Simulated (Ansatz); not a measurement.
Migration barriers of interstitials in oxides: PBE bands (Ansatz, a first-principles code, plane waves to 420 eV, PAW, climbing-image NEB) beside the CHGNet universal potential on its own band (it has no charge state). Forward barriers of single hops from the lowest site run, static nuclei, no finite-size correction. The rows are a random draw from the bands that converged and passed our checks of state and shape. Saddle orders were checked for a part of the study's bands only and are not shown. Charge states are imposed. Spin-orbit coupling is left out.

```tsv
Defect	Route	Hop (Å), direction in the unit cell	End over start, densest mesh run (eV)	Cell and PBE mesh	CHGNet k-points	PBE (eV)
interstitial Hf in monoclinic HfO2, charge +4	Hf moves farthest	3.46 along (0.00, 0.42, 0.50)	0.00	96 sites, Γ	none	4.43
interstitial Na in monoclinic HfO2, charge +1	Na moves farthest	3.45 along (0.00, 0.42, -0.50)	0.00	96 sites, Γ	none	2.75
interstitial Mg in wurtzite ZnO, charge +2	Mg moves farthest	1.94 along (-0.36, 0.28, 0.12)	0.14	72 sites, one k-point at (0.125, 0.250, 0.250)	none	0.67
interstitial Cu in anatase TiO2, charge +1	Cu moves farthest	3.08 along (0.00, 0.50, 0.25)	0.00	108 sites, Γ	none	0.61
interstitial Na in rutile TiO2, charge +1	Na moves farthest	1.77 along (-0.06, -0.38, -0.03)	0.13	72 sites, one k-point at (0.250, 0.250, 0.250)	none	0.89
interstitial Na in rock-salt CaO, charge +1	Na moves farthest	2.41 along (0.00, 0.00, -0.50)	0.00	64 sites, Γ	none	0.94
interstitial O in polar orthorhombic HfO2, charge -2	O moves farthest	1.87 along (-0.25, -0.23, 0.11)	0.00	96 sites, Γ	none	0.65
interstitial Ag in rutile TiO2, charge +1	Ag moves farthest	1.81 along (-0.07, -0.35, 0.23)	0.36	72 sites, one k-point at (0.250, 0.250, 0.250)	none	0.82
```

Problem. What does CHGNet give for each row, and how does it differ from PBE over these rows?

Solution. In the order of the rows: 2.62, 2.08, 0.45, 0.59, 0.70, 0.91, 0.53, 0.57 eV. Against PBE it lies higher in 0 of 8 rows and lower in 6 (differences over 0.07 eV). The mean difference is -0.41 eV (median -0.21) and the mean size 0.41 eV; the largest, -1.81 eV, is in row 1.
